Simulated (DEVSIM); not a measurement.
Device: Schottky contact on n-type Si, at 350 K.

Layer 1 from the left is Si, thickness (μm) 2.50, Nd (cm⁻³) 1e16, τn (s) 6.3e-7, τp (s) 6.3e-7.

Left contact: Schottky, work function 4.69 eV, emission velocity 3.4e6 cm/s. Right contact: ohmic. Voltage is applied to the left contact. Recombination: SRH at mid-gap, radiative. Mobility is μmin + (μ − μmin)/(1 + (N/Nref)^α).

This is a model device: material constants are rounded textbook-type values typed into the input, and sizes, dopings and lifetimes were drawn at random. Values at 300 K; Nc and Nv go as T^1.5, mobilities as T to minus their exponent, the gap by Varshni's rule with the affinity fixed.

Si: gap (eV) 1.124, affinity (eV) 4.05, permittivity 11.7, Nc (cm⁻³) 2.86e19, Nv (cm⁻³) 3.1e19, μn (cm²/Vs) 1417, μp (cm²/Vs) 470, μn,min 52, μp,min 45, Nref,n 9.7e16, Nref,p 2.2e17, αn 0.68, αp 0.72, T exponent of μn 2.3, T exponent of μp 2.2, B (cm³/s) 4.7e-15, Varshni α (eV/K) 0.000473, Varshni β (K) 636.

Model (solved in DEVSIM): 1D drift-diffusion, Boltzmann statistics, complete ionisation; no tunnelling, impact ionisation, image-force lowering or self-heating. Metal contacts follow the ideal Schottky-Mott rule: no Fermi-level pinning, no interface dipoles.

Dark forward current:

```csv
|V| (V),|J| (A/cm²)
0.05,0.04453
0.10,0.2743
0.15,1.447
0.20,7.185
0.25,31.36
0.30,102.0
0.35,231.4
0.40,404.6
0.45,604.5
0.50,820.9
0.55,1048
0.60,1282
0.65,1522
0.70,1766
0.75,2013
```

Problem. Work out the local ideality factor n = ΔV / (kT/q · ln(J2/J1)) between the rows 0.15 and 0.20 V, 0.70 and 0.75 V.

Solution. kT/q = 30.16 mV. From 0.15 to 0.20 V: ln(7.185/1.447) = 1.603, n = 1.03, near the 1 of diffusion or emission over a barrier. From 0.70 to 0.75 V: ln(2013/1766) = 0.131, n = 12.66; the layers' resistance at their doping, Σ W/(qμN) = 0.00019 Ω cm², would take 47 mV of this step of 50 mV.

Problem. Estimate the current at 0.15 V for emission alone, J0 = q v N_band exp(−φB/kT), and read the barrier back from the simulated current.

Solution. φB = 0.640 eV, N_band = 3.60e19 cm⁻³, J0 = 0.0119 A/cm²; J = J0 (exp(qV/kT) − 1) = 1.71 A/cm². The simulation gives 1.45 A/cm²; the estimate lies 18 % above. Read backwards, the simulated current gives an apparent barrier of 0.645 eV. The estimate leaves out transport through the depletion region and minority injection.
